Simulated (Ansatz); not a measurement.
CePt2 (Fd-3m, No. 227; cell taken from a computed entry) was calculated with PBEsol (Ansatz, an electronic-structure program, plane waves, PAW).

Numerical settings: plane-wave cutoff 500 eV, 12×12×12 k mesh, Fermi–Dirac smearing 0.1 eV, spin-polarised start, scalar-relativistic PAW data made under PBE.

Computed at the level's own relaxed cell.

What does this level give for the equilibrium volume per atom and equilibrium lattice constant a?


equilibrium volume per atom: 18.71 Å³/atom
equilibrium lattice constant a: 7.657 Å

The run finds no gap.

Note: the magnetic order was assumed, not searched for or taken from measurement; the relaxation could not lower the start's symmetry, so the cell can be a saddle point above a distorted one; the 4f shell is treated without U or exact exchange, so its levels and filling can be wrong.

Spin–orbit coupling is not included.

The computed numbers hold no vibrational or temperature effects.
